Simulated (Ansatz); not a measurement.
## Zr: pressure 2.1 GPa

Consider Zr in the hcp (Mg type) structure (space group P6_3/mmc, No. 194; a = 3.146 Å, c = 5.086 Å).

Modification: cell and atoms relaxed at a pressure of 2.1 GPa.

Method: Ansatz (a first-principles code) LDA, without spin-orbit coupling. Settings: 17×17×9 k-points, 0.05 eV Fermi–Dirac smearing.

```json
{
 "volume_per_atom": "21.36 Å³ (base 21.79 Å³)",
 "density": "7.09 g/cm³ (base 6.95 g/cm³)",
 "lattice_parameter_a": "3.121 Å (base 3.146 Å)",
 "c/a ratio": "1.622 (base 1.617)",
 "shortest_interatomic_distance": "3.107 Å (base 3.125 Å)",
 "band_gap": "zero (base zero)"
}
```

Final structure:

```xyz
2
Lattice="3.1213 0.0000 0.0000 -1.5606 2.7031 0.0000 0.0000 0.0000 5.0631" Properties=species:S:1:pos:R:3 pbc="T T T"
Zr     1.5606     0.9010     3.7974
Zr     0.0000     1.8021     1.2658
```

Load acts through the strain it causes; cell and atoms are relaxed under it. No phonon test of stability was made. All final runs are without spin polarisation.
